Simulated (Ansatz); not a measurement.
**LiH (model structure, started from the CsCl type, Pm-3m, No. 221, 2 atoms in the cell): smallest direct gap on the k points sampled by level of theory**

No measured value is used here.

```json
[
 {"level (code)": "LDA (Ansatz)", "value (eV)": "3.86"},
 {"level (code)": "PBEsol (Ansatz)", "value (eV)": "4.02"},
 {"level (code)": "r²SCAN (Ansatz)", "value (eV)": "4.93"},
 {"level (code)": "PBE0 (Ansatz)", "value (eV)": "5.98"},
 {"level (code)": "r²SCAN0 (Ansatz)", "value (eV)": "6.45"}
]
```

At these levels the smallest gap is indirect and lower: LDA 0.36, PBEsol 0.44, r²SCAN 1.12, PBE0 2.13, r²SCAN0 2.42 eV. Computed values are for a static lattice.  Values are at the PBEsol cell. Cutoffs and k meshes differ between the levels. Ansatz's density-functional and Hartree–Fock values are scalar-relativistic unless marked +SOC, with PAW data made under PBE.

A model structure was made by putting elements into a prototype or built by hand; it is no filed structure, need not be a known phase, and can be a saddle point held by its symmetry.

Ansatz is an electronic-structure program.
